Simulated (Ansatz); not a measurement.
Si: uniaxial strain ε_yy = −0.77 %

Start from Si in the diamond structure (space group Fd-3m, No. 227; a = 5.434 Å). Axes: x, y, z lie along the cube axes.

One thing is altered: the cell is compressed by 0.77 % along y with no lateral relaxation; the atoms relax in the strained cell.

Computed with DFT with PBEsol, PAW potentials and a 420 eV plane-wave cutoff in Ansatz (a first-principles code), scalar-relativistic without spin-orbit coupling. Γ-centred 11×11×11 mesh, Fermi–Dirac width 0.05 eV.

- Volume per atom = 19.90 Å³ (base 20.05 Å³)
- Space group = I4_1/amd (No. 141) (base Fd-3m (No. 227))
- Shortest interatomic distance = 2.347 Å (base 2.353 Å)
- Energy relative to the base (free energy F) = +0.6 meV/atom
- Pressure (mean of the normal stresses, compression positive) = 0.73 GPa (base -0.01 GPa)
- Band gap = 0.37 eV (base 0.47 eV)
- Gap character = indirect, Γ → Γ–M (87 % along)
- Smallest direct gap = 2.47 eV (base 2.52 eV)
- Electron mass = 0.93 mₑ along k, 0.19 mₑ across (off the special points) (base 0.93 mₑ along k, 0.19 mₑ across (off the special points))
- Valence-band top at Γ (three highest levels, from the VBM) = 0.00, -0.05, -0.05 eV (base 0.00, 0.00, 0.00 eV)
- Stress (xx, yy, zz, yz, xz, xy; compression positive) = (0.49, 1.21, 0.49, 0.00, 0.00, 0.00) GPa

Final structure:

```
CELL_PARAMETERS angstrom
      0.00000     2.69596     2.71688
      2.71688     0.00000     2.71688
      2.71688     2.69596     0.00000
ATOMIC_POSITIONS crystal
  Si 0.50000 0.50000 0.50000
  Si 0.75000 0.75000 0.75000
```

Effective masses come from finite differences of ±0.01 Å⁻¹. Along k means along the line from Γ to the band edge. Stability against distortions was not tested. Labels are those of the standard path for the cell's own space group.
